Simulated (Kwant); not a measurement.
Model system: Aharonov-Bohm ring in a GaAs two-dimensional gas. Effective mass 0.067 mₑ, grid spacing 8.3 nm, hard walls, nominal width 100 nm (13 grid rows, so walls 116.2 nm apart), one parabolic valley, scattering region 580 nm long along x; energies count from the band bottom; Fermi energy 0.000919 eV. Ring of mean radius 140 nm, arms as wide as the leads. Perpendicular field swept from 0 to 0.2 T, none in the leads; orbital effect alone.

The device is made up for the run: typed textbook-type constants, with dimensions and the other settings drawn at random.

Computed with Kwant: effective-mass tight-binding model on a square grid, one spin, coherent transport at 0 K. Conductance is in e²/h.

| B (T) | A | B | C |
|---|---|---|---|
| 0.000 | 0.99 | 0.84 | 0.0036 |
| 0.01124 | 0.52 | 0.52 | 0.0028 |
| 0.02247 | 0.088 | 0.19 | 0.0010 |
| 0.03371 | 0.021 | 0.11 | 1.3e-5 |
| 0.04494 | 0.00014 | 0.22 | 0.00064 |
| 0.05843 | 0.58 | 0.80 | 0.0026 |
| 0.06966 | 0.97 | 0.64 | 0.0033 |
| 0.08090 | 0.56 | 0.33 | 0.0025 |
| 0.09213 | 0.25 | 0.21 | 0.00095 |
| 0.1056 | 0.15 | 0.21 | 2.4e-6 |
| 0.1168 | 0.089 | 0.60 | 0.00077 |
| 0.1281 | 0.78 | 0.66 | 0.0021 |
| 0.1393 | 0.93 | 0.43 | 0.0028 |
| 0.1528 | 0.58 | 0.37 | 0.0018 |
| 0.1640 | 0.43 | 0.49 | 0.00052 |
| 0.1753 | 0.41 | 0.76 | 4.6e-6 |
| 0.1865 | 0.42 | 0.63 | 0.00067 |
| 0.2000 | 0.97 | 0.44 | 0.0020 |

Column A is the base. The others each differ by one change: Fermi energy 0.000919 → 0.00046 eV; Fermi energy 0.000919 → 0.0018 eV. Which is which?

B: Fermi energy 0.000919 → 0.0018 eV; C: Fermi energy 0.000919 → 0.00046 eV.
